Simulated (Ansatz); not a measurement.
## A computed series for hypothetical cubic perovskite BaSnSe3: pressure series

Start from BaSnSe3 in the cubic perovskite structure (space group Pm-3m, No. 221; a hypothetical phase, not in the database extracts checked).

```yaml
crystal:
  lattice:
    - [5.36037, 0.00000, 0.00000]
    - [0.00000, 5.36037, 0.00000]
    - [0.00000, 0.00000, 5.36037]
  atoms:
    - { symbol: Ba, position: [0.00000, 0.00000, 0.00000] }
    - { symbol: Sn, position: [0.50000, 0.50000, 0.50000] }
    - { symbol: Se, position: [0.00000, 0.50000, 0.50000] }
    - { symbol: Se, position: [0.50000, 0.50000, 0.00000] }
    - { symbol: Se, position: [0.50000, 0.00000, 0.50000] }
```

Cell and atoms are relaxed at each pressure.

Levels (all Ansatz, an electronic-structure program, PAW): PBE (420 eV, without spin-orbit coupling); PBEsol (420 eV, no spin-orbit coupling).

The base cell above is that of PBE; each level relaxes its own structures.

| case | lattice parameter a, PBE | lattice parameter a, PBEsol |
|---|---|---|
| pressure −2 GPa | 10.308 bohr | 10.110 bohr |
| pressure −1 GPa | 10.212 bohr | 10.029 bohr |
| pressure 0.3 GPa | 10.106 bohr | … |
| pressure 0.7 GPa | 10.077 bohr | … |
| pressure 1.5 GPa | 10.022 bohr | … |
| pressure 3 GPa | 9.928 bohr | 9.784 bohr |
| pressure 5 GPa | 9.821 bohr | 9.688 bohr |
| pressure 7.5 GPa | 9.707 bohr | 9.586 bohr |
| pressure 10 GPa | 9.609 bohr | … |

Problem. Some entries are withheld; estimate them.

Solution. 
- pressure 0.3 GPa, lattice parameter a, PBEsol: 9.939 bohr
- pressure 0.7 GPa, lattice parameter a, PBEsol: 9.913 bohr
- pressure 1.5 GPa, lattice parameter a, PBEsol: 9.866 bohr
- pressure 10 GPa, lattice parameter a, PBEsol: 9.496 bohr

PBE lies above PBEsol in every row, by 0.113 bohr to 0.198 bohr. They put the cases in the same order.

Load acts through the strain it causes; cell and atoms are relaxed under it. Stability against distortions was not tested. Competing high-pressure phases were not computed. All final runs are without spin polarisation. Many cubic perovskites are stable only at high temperature; tilts and polar distortions were not tested.
